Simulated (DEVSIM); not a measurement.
System: illuminated Si n-on-p cell, one wavelength, at 300 K.

Layer 1 from the left is Si, thickness (μm) 0.790, Nd (cm⁻³) 2.8e18, τn (s) 3.9e-6, τp (s) 1.2e-6, absorption coefficient (cm⁻¹) 21000. Layer 2 from the left is Si, thickness (μm) 42.0, Na (cm⁻³) 1.7e15, τn (s) 5.2e-5, τp (s) 5.2e-5, absorption coefficient (cm⁻¹) 21000.

Left contact: ohmic, minority hole recombination velocity 500 cm/s. Right contact: ohmic, minority electron recombination velocity 200 cm/s. Voltage is applied to the left contact. Recombination: SRH at mid-gap, radiative, Auger. Gap narrowing is on: ΔEg = 6.92 meV × (l + √(l² + 0.5)), l = ln(N/1.3e17 cm⁻³), shared equally by both band edges. Light enters at the left, 1.1e18 photons cm⁻² s⁻¹, one pass, no reflection. Mobility is μmin + (μ − μmin)/(1 + (N/Nref)^α).

Constants are typed, rounded textbook-type inputs, not results; the design itself was drawn at random and stands for no fabricated device. Values at 300 K.

Si: gap (eV) 1.124, affinity (eV) 4.05, permittivity 11.7, Nc (cm⁻³) 2.86e19, Nv (cm⁻³) 3.1e19, μn (cm²/Vs) 1417, μp (cm²/Vs) 470, μn,min 52, μp,min 45, Nref,n 9.7e16, Nref,p 2.2e17, αn 0.68, αp 0.72, B (cm³/s) 4.7e-15, Cn (cm⁶/s) 2.8e-31, Cp (cm⁶/s) 9.9e-32.

Model (solved in DEVSIM): 1D drift-diffusion, Boltzmann statistics, complete ionisation; no tunnelling, impact ionisation, image-force lowering or self-heating.

Dark forward current:

```tsv
|V| (V)	|J| (A/cm²)
0.05	2.339e-10
0.10	9.165e-10
0.15	3.327e-9
0.20	1.369e-8
0.25	6.774e-8
0.30	3.916e-7
0.35	2.488e-6
0.40	1.657e-5
0.45	0.0001127
0.50	0.0007699
0.55	0.005155
0.60	0.03227
0.65	0.1955
0.70	1.197
0.75	6.999
0.80	36.16
0.85	157.1
0.90	567.3
0.95	1683
1.00	3992
```

### Question
Work out the local ideality factor n = ΔV / (kT/q · ln(J2/J1)) between the rows 0.15 and 0.20 V, 0.45 and 0.50 V, 0.95 and 1.00 V.

### Answer
kT/q = 25.85 mV. From 0.15 to 0.20 V: ln(1.369e-8/3.327e-9) = 1.415, n = 1.37. From 0.45 to 0.50 V: ln(0.0007699/0.0001127) = 1.922, n = 1.01, near the 1 of diffusion or emission over a barrier. From 0.95 to 1.00 V: ln(3992/1683) = 0.864, n = 2.24.

### Question
What current could the absorbed light give at most, and what share is collected?

### Answer
Σ αd = 89.9, so qΦ(1 − exp(−Σ αd)) = 176 mA/cm². The simulated short-circuit current is 174.4 mA/cm², a share of 0.99.

### Question
Estimate the open-circuit voltage by superposition: the voltage at which the dark current equals that short-circuit current.

### Answer
Interpolating ln J in the table gives 0.647 V. The simulation gives 0.647 V, the same within the digits that matter. Superposition holds where collection doesn't change with voltage.

### Question
Estimate the fill factor from FF0 = (v − ln(v + 0.72))/(v + 1), v = qVoc/(nkT), with n from the dark curve.

### Answer
The rows about Voc, 0.60 and 0.65 V, give n = 1.07, so v = 23.3 and FF0 = 0.828. The simulation gives 0.828, the same within the digits that matter.
